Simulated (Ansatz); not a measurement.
The reference is WS$_{2}$ in the 2H-MoS2 type structure (space group P6_3/mmc, No. 194; layered, stacked along the Cartesian z axis).

```
WS2
1.0
    3.16997     0.00000     0.00000
   -1.58498     2.74527     0.00000
    0.00000     0.00000    12.49179
W S
2 4
Direct
  0.33333   0.66667   0.25000
  0.66667   0.33333   0.75000
  0.33333   0.66667   0.62490
  0.66667   0.33333   0.12490
  0.66667   0.33333   0.37510
  0.33333   0.66667   0.87510
```

Cartesian axes are those of the cell as printed.

Method: r2SCAN+rVV10 (Ansatz, a first-principles code), no spin-orbit coupling.

Base values:

- Hole mass: 0.74 mₑ along c, 0.62 mₑ across (at Γ)
- Volume per atom: 18.12 Å³

The change: biaxial strain −4.70 %, plane normal [001], relaxed out of plane (Cartesian); in-plane vectors clamped, the third vector and the atoms free.

Q: Predict the new hole mass and volume per atom.

A: The hole mass changes from 0.74 mₑ along c, 0.62 mₑ across (at Γ) to 0.56 mₑ out of plane, 1.4 mₑ in plane (at Γ); the volume per atom falls by 1.32 Å³ (18.12 Å³ → 16.80 Å³).

Spin-orbit coupling, missing from the scalar runs, can matter with W. The levels and masses belong to the bands next to the band gap. Effective masses come from finite differences of ±0.01 Å⁻¹. Whether these cells are dynamically stable was not tested.
